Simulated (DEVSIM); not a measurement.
Structure: Ni/Al2O3/p-Si capacitor, at 300 K.

Layer 1 from the left is Al2O3, thickness (nm) 5.10. Layer 2 from the left is Si, thickness (nm) 8000, Na (cm⁻³) 5.2e15.

Metal gate on the left, work function 5.1 eV. Fixed charge at the semiconductor interface 0 cm⁻² (in units of +e); interface traps 2e12 cm⁻² eV⁻¹, uniform in energy, neutral level at 0.7 of the gap above the valence band.

The device is made up for the run: typed textbook-type constants, with dimensions and the other settings drawn at random. Values at 300 K.

Al2O3: gap (eV) 6.8, affinity (eV) 1.35, permittivity 9. Si: gap (eV) 1.124, affinity (eV) 4.05, permittivity 11.7, Nc (cm⁻³) 2.86e19, Nv (cm⁻³) 3.1e19.

Simulated with DEVSIM: 1D Poisson equation in equilibrium, Boltzmann statistics, complete ionisation; no quantum confinement or tunnelling. Metal contacts follow the ideal Schottky-Mott rule: no Fermi-level pinning, no interface dipoles.

Q: What does the simulation give for the flat-band voltage, the threshold voltage (band bending 2φF)?

A: flat-band voltage 0.04 V; threshold voltage (band bending 2φF) 0.87 V.
